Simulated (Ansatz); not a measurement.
We consider Li2MnO3 (C2/m, No. 12), described by r²SCAN in Ansatz (PAW).

Run with plane-wave cutoff 560 eV, 8×8×8 k mesh, Fermi–Dirac smearing 0.01 eV, spin-polarised with parallel moments, scalar-relativistic PAW data made under PBE.

Energies at three volumes about the minimum:

```
V (Å³/atom)  E − E_lowest (meV/atom)
-----------  -----------------------
8.012                           1.35
8.175                           0.00
8.339                           1.26
```

Fit a parabola by hand: where is the minimum, and what is the bulk modulus?

Slopes: (0.00 − 1.35)/(8.175 − 8.012) = -8.282 and (1.26 − 0.00)/(8.339 − 8.175) = 7.683 meV/Å³. Curvature E″ = 2 × (7.683 − (-8.282))/(8.339 − 8.012) = 97.645 meV/Å⁶. From the middle of the first interval, the slope vanishes at V0 = 8.0935 − (-8.282)/97.645 = 8.178 Å³/atom. B = V0 E″ = 8.178 × 97.645 meV/Å³ × 0.1602 GPa per meV/Å³ = 128 GPa. The full Birch–Murnaghan fit to all volumes gives V0 = 8.175 Å³/atom and B0 = 127 GPa.

Shape and atoms are relaxed at each volume.

Note: the magnetic order was assumed, not searched for or taken from measurement; the relaxation could not lower the start's symmetry, so the cell can be a saddle point above a distorted one; without U or exact exchange, gaps and moments of open d shells tend to come out too small; the bulk modulus comes from volumes at which shape and atoms were relaxed.

Ansatz is a first-principles code.
